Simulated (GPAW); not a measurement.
# σyy against uniaxial strain in rock-salt MgS (space group 225): C12 (GPAW, LDA)

```
MgS
1.0
    0.00000     2.56531     2.56531
    2.52683     0.00000     2.56531
    2.52683     2.56531     0.00000
Mg S
1 1
Cartesian
  0.00000   0.00000   0.00000
  2.52683   2.56531   2.56531
```

Method: LDA (Perdew-Wang 92), GPAW PAW datasets LDA (gpaw-data 1.0.1) (plane waves; GPAW 25.7.0). Settings: mode = pw; ecut = 780 eV; xc = LDA; kpts = 12 12 12; mesh shift (steps) = 0 0 0; occupations.name = fermi-dirac; occupations.width = 0.01 eV; nbands = -6; convergence.density = 1e-06 e/electron; convergence.energy = 1e-06 eV/electron; convergence.bands = -4; symmetry.symmorphic = false; symmetry.tolerance = 0.0005; maxiter = 100. The cell above is the first row's. The rows stretch one cube axis (x) by the strain ε and hold the other two. Stress is positive in tension. In all rows fractional positions and the k mesh are held.

| ε (%) | σyy (GPa) |
|---|---|
| -1.5 | -0.628 |
| -1.0 | -0.401 |
| -0.5 | -0.178 |
| 0.0 | 0.039 |
| 0.5 | 0.253 |
| 1.0 | 0.462 |
| 1.5 | 0.666 |
| 2.0 | ? |

Taking a parabola for σyy over the 7 complete rows: Least squares gives σyy = 0.0395 + 0.43136·ε - 0.00910·ε². Residuals (row less fit): 0.0000, 0.0000, 0.0005, -0.0005, 0.0001, 0.0002, -0.0001; standard error 0.0004 (degrees of freedom: 4). The slope at ε = 0, 0.43136 GPa per cent, gives C12 ≈ 100 × 0.43136 = 43 GPa, for the static lattice.

Task: Predict the withheld σyy at ε = 2.0 from the fit, and compare with the calculation.

Result: σyy = 0.0395 + 0.43136 × 2.0 - 0.00910 × 2.0² = 0.8658 GPa. The calculation gives 0.865 GPa, 0.0008 GPa below the prediction (0.1 % of the range of σyy in the table). The row lies outside the fitted rows, so this is an extrapolation. From the scatter of the fitted rows alone, a prediction at this place has a standard error of 0.0007 GPa, so the miss is 1.2 times that.

Carrying the step between the two nearest rows on in a straight line would have given 0.870, off by 0.005; series whose last step already gives the withheld value aren't shown. The reference cell has the volume at which an earlier scan in this program and functional put its minimum by a fit. The runs keep the symmetry of the cell, so they don't test it for distortions. The unstrained cell stands at a pressure of -0.04 GPa, and the constants belong to that pressure. By symmetry this strain leaves no force on the atoms; the largest in the rows is 0.000 eV/Å. Cutoffs and mesh are single choices, not tested for convergence of this quantity. Series with a scatter that would blur these digits, or in which a gap closes, are not shown. Strain series were run only where this level's volume lies within 10 % of a first guess from the measured size.
